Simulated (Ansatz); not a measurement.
Base system: SiC (space group P6_3mc, No. 186; a = 3.078 Å, c = 15.107 Å).

Level of theory: r2SCAN (Ansatz, a program for electronic structure, PAW, no spin-orbit coupling).

Base values:

The pressure is 0.00 GPa.

Modification: the cell is scaled by 1.0049 in all directions; the atoms relax in the strained cell.

Task: Estimate the effect on the energy relative to the base.

Result: The energy increases by 1.6 meV/atom.

Task: What happens to the pressure?

Result: The pressure (mean of the normal stresses, compression positive) goes from zero to -3.24 GPa.

Whether these cells are dynamically stable was not tested.
